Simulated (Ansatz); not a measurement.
The parent structure is MgO in the wurtzite structure (space group P6_3mc, No. 186; a cell from a computed database, its experimental status unchecked).

```yaml
crystal:
  lattice:
    - [3.30273, 0.00000, 0.00000]
    - [-1.65136, 2.86025, 0.00000]
    - [0.00000, 0.00000, 5.02087]
  atoms:
    - { symbol: Mg, position: [0.33333, 0.66667, 0.00375] }
    - { symbol: Mg, position: [0.66667, 0.33333, 0.50375] }
    - { symbol: O, position: [0.33333, 0.66667, 0.40085] }
    - { symbol: O, position: [0.66667, 0.33333, 0.90085] }
```

Levels (all Ansatz, a first-principles code, PAW): PBEsol (420 eV, spin-orbit coupling left out); r2SCAN (500 eV, no spin-orbit coupling); HSE06 (420 eV, no spin-orbit coupling).

At the geometry relaxed with PBEsol, these levels gave the following band gaps, in shuffled order: (a) 3.36 eV, (b) 5.09 eV, (c) 4.16 eV.

Question: Match each gap to its level.

Answer: (a) PBEsol; (b) HSE06; (c) r2SCAN.

Single points use the geometry relaxed with PBEsol. Whether these cells are dynamically stable was not tested. This is not the structure that MgO has at room temperature and ambient pressure.
